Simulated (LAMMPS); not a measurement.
Quenches at 1e+13 K/s across the composition of Ag (fcc) with a share x of Ag sites Au; each row starts from its own melt temperature.

Method: classical MD, pair style eam, the elements' _u3.eam files (universal-3 set of Foiles, Baskes and Daw) (LAMMPS).

| x | density | state |
|---|---|---|
| 0.25 | 12.2 g/cm³ (one sample) | glass |
| 0.5 | 14.4 g/cm³ (one sample) | partly crystallised |
| 0.75 | 16.6 g/cm³ (one sample) | partly crystallised |

Caution (rows 0.5; 0.75): the cell keeps the atom count and shape of the starting crystal, which eases freezing.
